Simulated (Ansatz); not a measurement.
ZnS (P6_3mc): band-edge transport data

```
CELL_PARAMETERS angstrom
      3.59958     0.00000     0.00000
     -1.79979     3.11733     0.00000
      0.00000     0.00000     5.95605
ATOMIC_POSITIONS crystal
  Zn 0.33333 0.66667 0.00176
  Zn 0.66667 0.33333 0.50176
  S  0.33333 0.66667 0.37324
  S  0.66667 0.33333 0.87324
```

Computed with PBEsol, rigid bands (plane waves, PAW, scalar-relativistic; Ansatz, a first-principles code). Condition of this run: hydrostatic pressure 15 GPa (the target of the relaxation). How the cell was made: cell and atoms relaxed with PBEsol, then loaded as said.

| Item | Value |
|---|---|
| band gap | 2.76 eV |
| electron conductivity mass (300 K, dilute) | 0.23 (x), 0.23 (y), 0.180 (z) mₑ |
| hole conductivity mass (300 K, dilute) | 0.79 (x), 0.79 (y), 1.33 (z) mₑ |
| effective density of states N_c (300 K) | 2.4e18 cm⁻³ |
| effective density of states N_v (300 K) | 4.6e19 cm⁻³ |
| density-of-states mass, electrons | 0.21 mₑ |
| density-of-states mass, holes | 1.49 mₑ |
| Seebeck coefficient, n-type 1e19 cm⁻³, 300 K | -119 μV/K |
| best n-type power factor at 300 K for τ = 10 fs (best axis; densities from 1e16 to 1e21 cm⁻³ tried, whether or not they can be reached) | 26 μW/(cm·K²) at 3e20 cm⁻³ |
| Seebeck coefficient, p-type 1e19 cm⁻³, 300 K | 345 μV/K |

Rigid bands; masses and Seebeck coefficients take one relaxation time τ for all states and one kind of carrier; polarons and phonon drag are left out. Spin-orbit coupling is left out; where it splits the top of the valence band, N_v and the p-type Seebeck coefficient come out somewhat high without it.
